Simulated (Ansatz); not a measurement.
**A series of runs on LiTi2Te4 (C2/m, 7 atoms in the cell)**

```yaml
crystal:
  lattice:
    - [7.64442, -1.91688, 0.00000]
    - [7.64442, 1.91688, 0.00000]
    - [-2.86527, 0.00000, 5.99001]
  atoms:
    - { symbol: Li, position: [0.00000, 0.00000, 0.00000] }
    - { symbol: Ti, position: [0.24986, 0.24986, 0.26061], spin: 1.0 }
    - { symbol: Ti, position: [0.75014, 0.75014, 0.73939], spin: 1.0 }
    - { symbol: Te, position: [0.87175, 0.87175, 0.53380] }
    - { symbol: Te, position: [0.12825, 0.12825, 0.46620] }
    - { symbol: Te, position: [0.36718, 0.36718, 0.03579] }
    - { symbol: Te, position: [0.63282, 0.63282, 0.96421] }
```
(The spins are starting values, not results.)

Base run A: Ansatz (a quantum-chemistry and plane-wave program) with PBEsol, default PAW files made with PBE, self-consistent single point.

Its settings: basis.ecutwfc = 420 eV; kpoints.mp_grid.grid = 7 7 4; hamiltonian.xc = pbesol; hamiltonian.pseudopotentials = {kind: paw} (the program's default PAW files); magnetization.spin_polarized = true; scf.occupations.method = cold; scf.occupations.width = 0.136 eV.

The starting cell comes from a database of computed structures (which also holds hypothetical and non-ambient phases and stackings), without a prior relaxation at this level. Its lattice was rescaled by a random factor within 2.5 % of one. The starting moments vanished: the run ended non-magnetic. The program warned that a starting moment was not kept. Ansatz's pressure includes its estimate of the finite-basis (Pulay) stress.

ΔF is the free energy per atom less that of run A. 

The first pressure column holds Ansatz's estimate of the finite-basis (Pulay) stress, which hides part of the cutoff error; the other is without it.

In some runs the Pulay estimate is large (up to 40 GPa), a sign of a cutoff far from converged.

Runs:
- B: lattice scaled by 0.97
- C: lattice scaled by 0.97; basis.ecutwfc: 420 eV → 250 eV
- D: lattice scaled by 0.985
- E: lattice scaled by 0.985; basis.ecutwfc: 420 eV → 250 eV
- F: lattice scaled by 1.015
- G: lattice scaled by 1.015; basis.ecutwfc: 420 eV → 250 eV
- H: lattice scaled by 1.03
- I: lattice scaled by 1.03; basis.ecutwfc: 420 eV → 250 eV
- J: basis.ecutwfc: 420 eV → 250 eV

```tsv
run	ΔF (meV/atom)	pressure (GPa)	largest force (eV/Å)	size of the net moment (μB/atom)	pressure at a fixed set of plane waves (GPa)
A	0.00	-0.63	0.302	0.00	-0.65
B	33.5	6.04	1.262	0.00	6.02
C	817.4	6.28	1.323	0.00	-33.30
D	5.6	2.37	0.751	0.00	2.35
E	788.9	2.82	0.878	0.00	-35.18
F	13.6	-3.08	0.119	0.00	-3.10
G	787.1	-2.44	0.152	0.00	-37.05
H	43.8	-5.04	0.440	0.00	-5.06
I	811.6	-4.20	0.319	0.11	-37.21
J	776.3	-0.15	0.467	0.00	-36.25
```

Run C against A: The free energy rises by 817 meV/atom, the pressure goes from -0.63 to 6.28 GPa and the largest force goes from 0.302 to 1.323 eV/Å.

Run J against A: The free energy rises by 776 meV/atom, the pressure goes from -0.63 to -0.15 GPa and the largest force goes from 0.302 to 0.467 eV/Å.

Run B against A: The free energy goes up by 33.5 meV/atom, the pressure goes from -0.63 to 6.04 GPa and the largest force goes from 0.302 to 1.262 eV/Å.

Keys are those of Ansatz 0.2.
